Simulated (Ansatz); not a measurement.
An Ansatz (a first-principles code) run: ZnSe with a change (biaxial strain +0.50 %, plane normal [001], relaxed out of plane); plane-wave PAW DFT at the r2SCAN level (Ansatz, 500 eV), without spin-orbit coupling.

Input:

Ansatz 0.2 input:
```yaml
crystal:
  lattice:
    - [4.0261800012, 0, 0]
    - [0, 4.0261800012, 0]
    - [2.0130900006, -2.0130900006, 2.8256933663]
  atoms:
    - { symbol: Zn, position: [0, 0, 0] }
    - { symbol: Se, position: [0.75, 0.75, 0.5] }
basis: { ecutwfc: 500, ecutrho_ratio: 4, xc_grid: 4, fft_grid_basis: typed }
kpoints: { mp_grid: { grid: [10, 10, 10] } }
hamiltonian:
  xc: r2scan
  dispersion: none
  pseudopotentials: { kind: paw }
scf: { occupations: { method: fermi_dirac, width: 0.05 } }
relax: { f_tol: 0.005, max_steps: 50, cell: { stress_tol: 0.01, fix: [a, b, gamma] } }
output: { forces: true, stress: true }
checkpoint: { write: state.ck, write_every: 1000 }
```

Output (explanatory and most iteration lines left out):

```
Relaxation: its limit of steps is 50 (relax.max_steps)
Pseudopotential: Zn, paw, valence charge 12
Pseudopotential: Se, paw, valence charge 16
Crystal: 2 atoms, lattice volume = 45.805 Å³
Basis set: ecut = 500 eV, 1195 PW (Γ), exchange–correlation on 120×120×120 points (64 copies of the dense FFT grid, shifted against one another)
Bands: 18, of which v1, the nominal top of the filled ones, is band 14 counted from 1 (13 counted from 0)
Symmetry: 8 space group operations
Space group: I-4m2 (ITA 119), of the structure as read, at distance tolerance 3.6e-5 Å
k-points: 102 of 1000 (time reversal used)
Functional: x = r2scan, c = r2scan; τ floored in thin density (d = 2e-4 eV/Å³)
SCF iter   1: F=—  HF=-8805.502170 eV  |F-HF|=—  |Δ(HF+E_count)|=         —  Δρ=1.40e-2  dr2=4.16e-2  dr2_τ=5.49e-3  ethr=1.77e-3  ⟨swp⟩=5.7  Hψ=9538  notcnv=0
SCF iter   2: F=—  HF=-8805.501659 eV  |F-HF|=—  |Δ(HF+E_count)|=   5.11e-4  Δρ=3.18e-3  dr2=5.38e-3  dr2_τ=1.92e-4  ethr=1.48e-4  ⟨swp⟩=2.0  Hψ=3883  notcnv=0
SCF 1 converged in 7 iterations: F = -8805.498306 eV  dr2 = 3.63e-8
relax step   1: F+E_penalty+E_count = -8805.49830598 eV  Δ(F+E_penalty+E_count) = +0.000e0 eV  max|allowed force component| = 0.000e0 eV/Å  Δτ_max = 0.0000 Å  P = -0.487 GPa  Ω = 45.805 Å³  fix = [a, b, gamma]  reactions: a -0.579, b -0.579 GPa  (7 SCF iters, dr2 threshold 1.00e-7 eV, accepted)
[... steps on the carried basis left out ...]
relax step   3: F+E_penalty+E_count = -8805.49847937 eV  Δ(F+E_penalty+E_count) = -1.923e-5 eV  max|allowed force component| = 0.000e0 eV/Å  Δτ_max = 0.0000 Å  P = -0.268 GPa  Ω = 45.647 Å³  energy of the carried Pulay correction = +2.392e-5 eV  fix = [a, b, gamma]  reactions: a -0.401, b -0.401 GPa  (5 SCF iters, dr2 threshold 1.87e-8 eV, accepted)
Crystal: 2 atoms, lattice volume = 45.647 Å³
SCF iter   1: F=—  HF=-8805.498455 eV  |F-HF|=—  |Δ(HF+E_count)|=         —  Δρ=5.04e-6  dr2=4.37e-9  dr2_τ=2.46e-9  ethr=6.06e-8  ⟨swp⟩=3.0  Hψ=13989  notcnv=0
SCF iter   2: F=—  HF=-8805.498455 eV  |F-HF|=—  |Δ(HF+E_count)|=   3.50e-7  Δρ=4.61e-6  dr2=3.95e-9  dr2_τ=1.18e-10  ethr=1.56e-11  ⟨swp⟩=2.0  Hψ=3277  notcnv=0
SCF 4 converged in 5 iterations: F = -8805.498455 eV  dr2 = 5.18e-13
SCF converged after 5 iterations
Free energy (F): -8805.498455 eV
Internal energy: -8805.498455 eV  (E = F + TS)
E sigma→0 (E₀):  -8805.498455 eV
Fermi energy:    7.397443 eV
--- Forces (eV/Å), atoms counted from 1 ---
  atom   1  Zn     0.00000000     0.00000000     0.00000000
  atom   2  Se     0.00000000     0.00000000     0.00000000
--- Stress (GPa, compression-positive) ---
       -0.401853       0.000000       0.000000
        0.000000      -0.401853       0.000000
        0.000000       0.000000      -0.000922
  P = ⅓ Tr σ = -0.2682 GPa (-2.682 kbar)
--- Relaxed structure (3 steps of the walk, 3 accepted, 1 SCFs on fresh bases) ---
  cell:  # Å, volume = 45.6466 Å³
    - [4.0261800012, 0.0, 4.33437550190847e-34]
    - [0.0, 4.0261800012, 0.0]
    - [2.0130900006, -2.0130900006, 2.815933955791436]
  atoms:
    - { symbol: Zn, position: [1.7938187784201282e-35, 0.0, 0.0] }
    - { symbol: Se, position: [0.75, 0.75, 0.49999999999999994] }
```

No phonon test of stability was made. The cell was made from ZnSe in the zinc blende structure (space group F-43m, No. 216) by this change: biaxial strain +0.50 %, plane normal [001], relaxed out of plane.
